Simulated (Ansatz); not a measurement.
Results of PBE0 (Ansatz, a first-principles code, plane waves, PAW) for CsCaH₃ (Pm-3m, No. 221, 5 atoms in the cell; start mp-644203).

Run with plane-wave cutoff 460 eV, 6×6×6 k mesh, Fermi–Dirac smearing 0.01 eV, scalar-relativistic PAW data made under PBE.

Cell (relaxed with PBEsol):

```xyz
5
Lattice="4.5399 0.0000 0.0000 0.0000 4.5399 0.0000 0.0000 0.0000 4.5399" Properties=species:S:1:pos:R:3 pbc="T T T"
Cs     0.0000     0.0000     0.0000
Ca     2.2699     2.2699     2.2699
H      2.2699     0.0000     2.2699
H      0.0000     2.2699     2.2699
H      2.2699     2.2699     0.0000
```

Q: Predict the band gap and direct gap at Γ.

A: 
- band gap = 4.98 eV (on the SCF k mesh)
- direct gap at Γ = 8.89 eV

Note: cell and atoms aren't relaxed at this level (pressure 1.2 GPa).

Spin–orbit coupling is not included.

Static lattice: no zero-point or thermal effects.

Computing time: roughly 2.4 core-minutes.

A start named mp-… is a Materials Project structure, which need not be a measured phase.
